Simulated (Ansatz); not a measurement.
## Pressure series in Al2Cu

The parent structure is Al2Cu (space group I4/mcm, No. 140).

```
CELL_PARAMETERS angstrom
     -3.02971     3.02971     2.43697
      3.02971    -3.02971     2.43697
      3.02971     3.02971    -2.43697
ATOMIC_POSITIONS crystal
  Al 0.65828 0.15828 0.81655
  Al 0.84172 0.65828 0.50000
  Al 0.15828 0.34172 0.50000
  Al 0.34172 0.84172 0.18345
  Cu 0.25000 0.25000 0.00000
  Cu 0.75000 0.75000 0.00000
```

Cell and atoms are relaxed at each pressure.

Method: PBE/PAW in Ansatz (a quantum-chemistry and plane-wave program), no spin-orbit coupling, earlier PAW set.

```tsv
case	c/a ratio	shortest interatomic distance
base	0.804	2.437 Å
pressure −2 GPa	0.805	2.455 Å
pressure −1 GPa	0.805	2.446 Å
pressure 0.3 GPa	0.804	2.434 Å
pressure 0.7 GPa	0.804	2.431 Å
pressure 1.5 GPa	0.804	2.424 Å
pressure 3 GPa	0.804	2.413 Å
pressure 5 GPa	0.803	2.398 Å
pressure 7.5 GPa	0.803	2.381 Å
pressure 10 GPa	0.802	2.366 Å
```

Load acts through the strain it causes; cell and atoms are relaxed under it. Whether these cells are dynamically stable was not tested. Competing high-pressure phases were not computed. All final runs are without spin polarisation.
